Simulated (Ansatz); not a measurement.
Converging the k-point mesh: LiNbF₆ (R3, 8 atoms in the cell)

```yaml
crystal:
  lattice:
    - [2.57010, 1.48385, 4.57979]
    - [-2.57010, 1.48385, 4.57979]
    - [0.00000, -2.96770, 4.57979]
  atoms:
    - { symbol: Li, position: [0.50364, 0.50364, 0.50364] }
    - { symbol: Nb, position: [0.00000, 0.00000, 0.00000] }
    - { symbol: F, position: [0.12815, 0.75325, 0.36355] }
    - { symbol: F, position: [0.87185, 0.24675, 0.63645] }
    - { symbol: F, position: [0.36355, 0.12815, 0.75325] }
    - { symbol: F, position: [0.63645, 0.87185, 0.24675] }
    - { symbol: F, position: [0.75325, 0.36355, 0.12815] }
    - { symbol: F, position: [0.24675, 0.63645, 0.87185] }
```

Method of the run: LDA (PW92), default PAW files made with PBE (plane waves; Ansatz, a program for electronic structure).

Base settings: basis.ecutwfc = 420 eV; kpoints.mp_grid.grid = 6 6 6; hamiltonian.xc = lda; hamiltonian.pseudopotentials = {kind: paw} (the program's default PAW files); scf.occupations.method = fixed.

Only quantities that move along the ladder and can be compared are tabulated.

The count of work is k-points × plane waves × bands × iterations; it is no time. Core times come from one kind of shared machine, to one figure; runs under 30 s give none.

The starting cell comes from a database of computed structures (which also holds hypothetical and non-ambient phases and stackings), without a prior relaxation at this level. Its lattice was rescaled by up to half a per cent. One atom was moved a little off its site on purpose. In the base run, with a pressure of about -9 GPa the cell is away from its equilibrium volume at this level. In the base run, forces exceed 1 eV/Å.

```csv
kpoints.mp_grid.grid,free energy less the last step's (meV/atom),gap on the mesh (eV),count of work / last,core time / last (rough)
2 2 2,2.31,5.186,0.0048,–
3 3 3,-0.01,5.225,0.0073,–
4 4 4,-0.08,5.195,0.017,–
5 5 5,-0.02,5.206,0.028,–
6 6 6,-0.02,5.190,0.048,–
7 7 7,0.00,5.194,0.073,–
8 8 8,-0.02,5.186,0.11,0.2
9 9 9,0.00,5.189,0.15,0.2
10 10 10,-0.01,5.185,0.21,0.3
11 11 11,0.00,5.188,0.27,0.3
12 12 12,0.00,5.186,0.36,0.4
14 14 14,-0.01,5.185,0.56,0.6
15 15 15,0.00,5.186,0.69,0.8
17 17 17,0.00,5.185,1.0,1
```

Coarsest kpoints.mp_grid.grid that holds the free energy within 1 meV/atom of the last step, with all finer ones: 3 3 3, at 0.0073 of the last step's count of work; the step before is off by 2.3 meV/atom.

The gap on the mesh jumps up and down from mesh to mesh; it is no smooth measure of convergence.

Keys are those of Ansatz 0.2.
